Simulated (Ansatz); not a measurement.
System: CsCl-type NiAl. Method: r²SCAN in Ansatz (PAW).

Settings: plane-wave cutoff 600 eV, 16×16×16 k mesh, Fermi–Dirac smearing 0.1 eV, finite displacements, no spin polarisation, scalar-relativistic PAW data made under PBE.

The cell has the measured lattice parameters. Conventional cell: a = 2.8860 Å, b = 2.8860 Å, c = 2.8860 Å, α = 90.00°, β = 90.00°, γ = 90.00°.

Harmonic phonon frequencies (cm⁻¹; i marks an imaginary mode):

```csv
q point,frequencies
Γ,0 0 0 295 295 295
X,___
M,133 133 192 259 347 347
```

Problem. Complete the blanks.

Solution. 
- X, frequencies: 169 169 203 266 266 364

No imaginary mode appears at these points.

Note: the cell isn't this level's own, so it is under some stress, which shifts stiffness and frequencies.

Ansatz is a quantum-chemistry and plane-wave program.
